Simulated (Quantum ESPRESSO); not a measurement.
Equation of state of fcc Pb (space group 225): energy against volume (Quantum ESPRESSO, LDA)

```
Pb
1.0
    0.00000     2.37874     2.37874
    2.37874     0.00000     2.37874
    2.37874     2.37874     0.00000
Pb
1
Direct
  0.00000   0.00000   0.00000
```

Method: LDA (PZ), GBRV 1.5 ultrasoft (LDA) pseudopotentials (plane waves; Quantum ESPRESSO). Settings: ecutwfc = 52 Ry; ecutrho = 260 Ry; occupations = smearing; smearing = fermi-dirac; degauss = 0.0036749 Ry; potentials = {Pb: pb_lda_v1.uspp.F.UPF}; K_POINTS = automatic 21 21 21 0 0 0; conv_thr = 1e-10 Ry; mixing_beta = 0.5. The cell above is the first row's. The rows scale it uniformly. In all rows the k mesh is held. E is the free energy at the stated smearing, counted from the lowest row.

```csv
V (Å^3/atom),E (meV/atom)
26.920,27.40
27.505,13.16
28.090,4.30
28.675,0.03
29.261,0.00
29.846,3.56
30.431,10.44
31.016,20.18
31.601,?
```

Fit E of the 8 rows that show it with the third-order Birch-Murnaghan form, a cubic in V^(-2/3). With u = V^(-2/3) - 0.106, the rows have u = 0.005331, 0.003747, 0.002218, 0.000741, -0.000689, -0.002070, -0.003406, -0.004700. Least squares gives E = -0.479 - 1.2·u + 956404·u² + 4594799·u³. Residuals (row less fit): 0.009, -0.026, 0.026, -0.017, 0.026, -0.021, 0.001, 0.003; standard error 0.027 (degrees of freedom: 4). Its minimum lies at u = 0.000001, so V0 = (0.106001)^(-3/2) = 28.98. There d²E/du² = 1913000 and d³E/du³ = 2.757e7, so B0 = (4/9) × 28.98^(-7/3) × 1913000 × 0.160218 = 52.8 GPa (the last factor turns the table's units into GPa), and B0' = 4 + (2/3) × 0.106001 × (2.757e7)/1913000 = 5.0. The program's pressures in the fitted runs (not shown) pass through zero at V = 28.96, 0.07 % from this V0.

Question: What does the fit predict for E at V = 31.601, and how far is the calculated value from it?

Answer: u = -0.005954, so E = -0.479 - 1.2 × (-0.005954) + 956404 × (-0.005954)² + 4594799 × (-0.005954)³ = 32.463 meV/atom. The calculation gives 32.61 meV/atom, 0.147 meV/atom above the prediction (0.5 % of the range of E in the table). The row lies outside the fitted rows, so this is an extrapolation. From the scatter of the fitted rows alone, a prediction at this place has a standard error of 0.065 meV/atom, so the miss is 2.3 times that.

Carrying the step between the two nearest rows on in a straight line would have given 29.92, off by 2.69; series whose last step already gives the withheld value aren't shown. The scan was laid around a cell of about the measured size, scaled by a guess for this functional. Spin-orbit coupling is off. Cutoffs and mesh are single choices, not tested for convergence of this quantity. Series with a scatter that would blur these digits, or in which a gap closes, are not shown. Nor are scans whose minimum lies at an end fitted in this form.
